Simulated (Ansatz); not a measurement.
Take MoSi2 (space group I4/mmm, No. 139; a = 3.217 Å, c = 7.875 Å; relaxed with 0.1 eV smearing) as the base. Axes: x, y, z lie along a, b, c of the conventional cell.

Computed with plane-wave PAW DFT at the PBE level (Ansatz, a first-principles code, 420 eV), no spin-orbit coupling, earlier PAW set.

For the base:

The pressure is 0.0 GPa.

Now apply this change: the cell is stretched by 2.72 % along z with no lateral relaxation, atoms relaxed at fixed cell.

### Question
Estimate the effect on the pressure.

### Answer
The pressure (mean of the normal stresses, compression positive) goes from zero to -5.4 GPa.

### Question
What happens to the energy relative to the base?

### Answer
The energy rises by 14 meV/atom.

The cells carry an imposed strain or load. Whether these cells are dynamically stable was not tested. All final runs are without spin polarisation.
